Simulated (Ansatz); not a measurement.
Consider this model of amorphous Co$_{36}$Zr$_{6}$Ta$_{6}$.

```xyz
48
Lattice="8.8430 -0.2333 -0.1660 -0.2333 8.2466 -0.1040 -0.1660 -0.1040 8.6351" Properties=species:S:1:pos:R:3 pbc="T T T"
Co     1.5254     5.6736     0.3567
Co     0.6814     7.2083     2.1160
Co     1.7333     0.9282     0.7244
Co     3.1973     6.0431     7.3872
Co     6.6357     5.4801     3.6912
Co     3.8821     4.9051     0.8119
Co    -0.0751     1.5407     7.4057
Co     5.1913     7.4512     3.8903
Co     6.5422     7.5683     6.0033
Co     6.5324     0.7609     8.0481
Co     4.1603     5.2785     3.2845
Co     4.3359     3.7476     6.5327
Co     0.8308     3.0913     1.1435
Co     7.6227     7.5661     3.2954
Co     4.8634     5.9568     5.6568
Co     6.0058     6.5241     1.6342
Co     1.7382     7.9304     7.3007
Co     7.4033     2.8031     0.5651
Co     2.5969     4.9006     5.3692
Co     5.0893     7.1407     8.1536
Co     7.3996     1.2212     4.8316
Co     5.0954     2.7296    -0.0739
Co    -0.0285     7.8507     5.6240
Co     8.0952     5.1073     1.4493
Co     0.1156     5.8288     4.2177
Co     1.8714     1.3675     5.7375
Co     3.9493     0.7973     0.0287
Co     6.7278     2.7352     6.7565
Co     7.3360     5.2593     5.9694
Co     7.9995     3.2763     2.9887
Co     8.3288     0.5975     1.1640
Co     8.4968     4.0599     7.7813
Co     5.8526     4.0281     1.9087
Co     0.8763     5.7939     6.5830
Co     3.7653     0.8948     3.7622
Co     2.9142     2.9876     4.3954
Zr     6.0963     1.0732     2.1657
Zr     4.5279     0.8862     6.2206
Zr     3.3005     7.3263     1.7102
Zr     0.9537     1.4257     3.3776
Zr     2.2348     3.1587     7.6858
Zr     5.6150     3.2763     4.4286
Ta     1.6886     4.7103     2.7984
Ta     3.5038     2.6306     1.9623
Ta     8.1662     6.9249     8.0555
Ta     2.3617     7.1520     4.6539
Ta     6.0113     4.8556     8.0816
Ta     0.0597     3.4810     5.4532
```

The numbers are results of PBE, scalar-relativistic without spin-orbit coupling (plane waves to 420 eV, PAW; Ansatz, an electronic-structure program), not measurements. In the spin-polarised cell the level spacing at the Fermi energy can part levels of unlike spin.

It comes from a melt-quench run on a machine-learned potential (CHGNet), relaxed afterwards by DFT. The hot cell started wider than the set density and was brought back towards it in steps. It is the lowest in DFT energy of 3 quenches. It is a model cell: composition and starting density were chosen by hand, and all elements were melted together. No dispersion term was used. Its density started from a set value of 9.47 and ended at 9.91 g/cm³. The simulated quench (nominally 140 K/ps over its main leg) is rapid and tends to freeze in more defects than a deposited or slowly cooled glass has. Values belong to this one cell and scatter from quench to quench. Volume and shape were free in the relaxation. On a 2×2×2 Γ-centred mesh force components of up to 0.13 eV/Å stay, since the relaxation ran on one k-point at (1/4, 1/4, 1/4).

Bonds are counted up to Co-Co 3.02 Å, Co-Zr 3.68 Å, Co-Ta 3.64 Å, Zr-Zr 4.04 Å, Zr-Ta 3.72 Å, Ta-Ta 3.56 Å.

**Question.** Give the coordination numbers, mean bond lengths and angles.

**Answer.** 
```json
{
  "Mean coordination of Co": "11.78 (5 with 10, 5 with 11, 20 with 12, 5 with 13, 1 with 14)",
  "Mean coordination of Zr": "17.17 (1 with 16, 3 with 17, 2 with 18)",
  "Mean coordination of Ta": "15.50 (3 with 15, 3 with 16)",
  "Mean Co-Co bond": "2.528 Å (spread 0.170 Å, 137 counted)",
  "Mean Co-Zr bond": "2.875 Å (spread 0.246 Å, 78 counted)",
  "Mean Co-Ta bond": "2.757 Å (spread 0.221 Å, 72 counted)",
  "Mean Zr-Ta bond": "3.233 Å (spread 0.151 Å, 13 counted)",
  "Bond angle at Co": "mean 96.9°, spread 34.1°",
  "Bond angle at Zr": "mean 94.6°, spread 35.1°",
  "Bond angle at Ta": "mean 95.2°, spread 34.6°"
}
```
